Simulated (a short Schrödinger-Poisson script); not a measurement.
**MOS inversion layer, SiO2 on p-type Si(100)**

System: MOS inversion layer, SiO2 on p-type Si(100), at 300 K.

```tsv
layer	material	thickness (nm)	Na (cm⁻³)
1	SiO2	1.9	-
2	Si	1500	8.3e16
```

The device is made up for the run: typed textbook-type constants, with dimensions and the other settings drawn at random. SiO2: permittivity 3.9, conduction-band edge (eV) 3.15, gap (eV) 9, electron mass (mₑ) 0.5. Si: permittivity 11.7, conduction-band edge (eV) 0, gap (eV) 1.124, Nv at 300 K (cm⁻³) 3.1e19.

Channel valleys (confinement mass, in-plane density-of-states mass, number): Δ2 0.916, 0.19, 2; Δ4 0.19, 0.417, 4. At the gate the conduction-band edge of layer 1 lies 3.59 eV − eVg above the Fermi level of the channel; the field vanishes at the back. Gaps are held at their typed values at every temperature. Mesh 0.03 nm at interfaces.

Solved with a short Schrödinger-Poisson script written for these runs: 1D Poisson equation in equilibrium, electrons quantum, Hartree (BenDaniel-Duke, 12 states a valley, the channel's in-plane mass for all, wave functions free to enter the dielectric), parabolic valleys, classical holes, full ionisation, no traps, pinning or gate leakage.

```
Vg (V)  electrons (cm⁻²)  C (μF/cm²)  Δ2 E0 (meV)  Δ2 E1 (meV)  Δ4 E0 (meV)  Δ4 E1 (meV)
------  ----------------  ----------  -----------  -----------  -----------  -----------
0.2               1.47e7      0.0987        355.4        387.6        381.1        434.7
0.3               5.06e8      0.0950        262.7        296.5        289.7        346.0
0.4              1.66e10       0.171        171.2        206.7        199.4        258.4
0.5              2.35e11       0.715        100.7        139.3        131.3        193.5
0.6              8.00e11        1.09         65.6        109.5        100.3        166.5
0.7              1.53e12        1.24         45.5         95.0         84.4        154.4
0.8              2.33e12        1.32         31.4         86.3         74.3        147.7
0.9              3.17e12        1.38         20.3         80.3         67.0        143.4
1                4.04e12        1.41         11.2         75.9         61.3        140.4
1.1              4.93e12        1.44          3.2         72.4         56.6        138.2
1.2              5.84e12        1.46         -3.9         69.6         52.6        136.5
1.3              6.76e12        1.48        -10.3         67.3         49.0        135.1
1.4              7.69e12        1.50        -16.3         65.3         45.8        134.0
1.5              8.62e12        1.51        -21.8         63.6         42.9        133.0
1.6              9.57e12        1.52        -27.1         62.1         40.2        132.2
1.7              1.05e13        1.53        -32.1         60.7         37.6        131.6
1.8              1.15e13        1.54        -36.9         59.5         35.2        131.0
1.9              1.24e13        1.55        -41.6         58.4         32.9        130.5
2                1.34e13        1.55        -46.0         57.4         30.7        130.1
```

Gate voltages with under 1e6 electrons/cm² are left out.

Subbands count from the Fermi level.
